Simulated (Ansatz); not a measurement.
## GaAs (space group P4_2/mnm, No. 136; a hypothetical phase, not in the database extracts checked)

GaAs is modelled in the tetragonal space group P4₂/mnm (No. 136), Pearson symbol tP8. Cell: a = 7.025 Å, b = 7.025 Å, c = 4.062 Å, α = 90.00°, β = 90.00°, γ = 90.00°. Ga on 4g is surrounded by 4 As at 2.474–2.514 Å. As on 4f has 4 Ga at 2.474–2.514 Å. (Neighbours: up to the widest gap in distance over summed covalent radii, below 1.35, at either atom; cation-cation and far metal-metal contacts left out.)

The values are results of PBE (Ansatz, a first-principles code), without spin-orbit coupling, not measurements. k-mesh 5×5×8 (Γ-centred); smearing 0.05 eV (Fermi–Dirac).

- Volume per atom = 25.05 Å³
- Density = 4.79 g/cm³
- Band gap = 0.21 eV (uncertain: the edges found on the path are not clean extrema)
- Total energy = -4319.859 eV/atom (σ→0; compares only within this code and set-up)

Stability against distortions was not tested. The zero or small gap of GaAs can change with the level of theory.
